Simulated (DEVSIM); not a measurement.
**isotype n-n heterojunction GaP/Si**

Device: isotype n-n heterojunction GaP/Si, at 300 K.

```csv
layer (left to right),material,thickness (μm),Nd (cm⁻³),τn (s),τp (s)
1,GaP,0.160,6e16,8.8e-7,8.8e-7
2,Si,0.140,1.9e17,8.8e-7,8.8e-7
```

Left contact: ohmic. Right contact: ohmic. Voltage is applied to the left contact. Recombination: SRH at mid-gap, Auger. Mobility is μmin + (μ − μmin)/(1 + (N/Nref)^α).

Constants are typed, rounded textbook-type inputs, not results; the design itself was drawn at random and stands for no fabricated device. Values at 300 K.

| parameter | GaP | Si |
|---|---|---|
| gap (eV) | 2.26 | 1.124 |
| affinity (eV) | 3.8 | 4.05 |
| permittivity | 11.1 | 11.7 |
| Nc (cm⁻³) | 1.8e19 | 2.86e19 |
| Nv (cm⁻³) | 1.9e19 | 3.1e19 |
| μn (cm²/Vs) | 250 | 1417 |
| μp (cm²/Vs) | 150 | 470 |
| μn,min | 10 | 52 |
| μp,min | 10 | 45 |
| Nref,n | 4.4e18 | 9.7e16 |
| Nref,p | 1e18 | 2.2e17 |
| αn | 0.8 | 0.68 |
| αp | 0.85 | 0.72 |
| Cn (cm⁶/s) | 1e-30 | 2.8e-31 |
| Cp (cm⁶/s) | 1e-30 | 9.9e-32 |

Model (solved in DEVSIM): 1D drift-diffusion, Boltzmann statistics, complete ionisation; no tunnelling, impact ionisation, image-force lowering or self-heating. Band offsets follow the typed affinities; no thermionic-emission limit at abrupt steps, no polarisation charge.

- Potential step across the device at zero bias: 0.232 V
- Dark forward voltage at 100 A/cm²: 0.085 V

Dark forward current:

```json
[
 {"V (V)": "0.05", "J (A/cm²)": "77"},
 {"V (V)": "0.20", "J (A/cm²)": "170"},
 {"V (V)": "0.35", "J (A/cm²)": "250"},
 {"V (V)": "0.50", "J (A/cm²)": "350"},
 {"V (V)": "0.65", "J (A/cm²)": "460"},
 {"V (V)": "0.80", "J (A/cm²)": "570"},
 {"V (V)": "0.95", "J (A/cm²)": "700"},
 {"V (V)": "1.10", "J (A/cm²)": "830"},
 {"V (V)": "1.25", "J (A/cm²)": "980"},
 {"V (V)": "1.40", "J (A/cm²)": "1100"},
 {"V (V)": "1.55", "J (A/cm²)": "1300"},
 {"V (V)": "1.70", "J (A/cm²)": "1500"},
 {"V (V)": "1.85", "J (A/cm²)": "1700"},
 {"V (V)": "2.00", "J (A/cm²)": "2000"}
]
```
